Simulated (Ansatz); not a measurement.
# Ru, response to strain

Start from Ru in the hcp (Mg type) structure (space group P6_3/mmc, No. 194; relaxed with 0.1 eV smearing).

```yaml
crystal:
  lattice:
    - [2.70429, 0.00000, 0.00000]
    - [-1.35214, 2.34198, 0.00000]
    - [0.00000, 0.00000, 4.26291]
  atoms:
    - { symbol: Ru, position: [0.66667, 0.33333, 0.75000] }
    - { symbol: Ru, position: [0.33333, 0.66667, 0.25000] }
```

Cartesian axes are those of the cell as printed.

Strains are applied to the cell and any free atomic positions relax; under biaxial strain the out-of-plane vector relaxes too.

Computed with Ansatz (an electronic-structure program), r2SCAN, PAW, cutoff 500 eV, scalar-relativistic without spin-orbit coupling.

```tsv
biaxial strain, plane normal [001], relaxed out of plane (%)	out-of-plane strain (%)
0	0.00
0.5	-0.27
1	-0.54
1.5	-0.82
2	?
2.5	-1.36
3	-1.64
```

Task: Fit ε⊥ = −νε + γε² (strains in %) to the rows shown and predict the withheld row.

Result: Least squares on the printed values gives ν = 0.54 (the biaxial Poisson response) and γ = -0.002 (largest residual 0.00 %); this predicts -1.09 %, and the run gives -1.09 %, in agreement.

No phonon test of stability was made. The final runs are not spin-polarised.
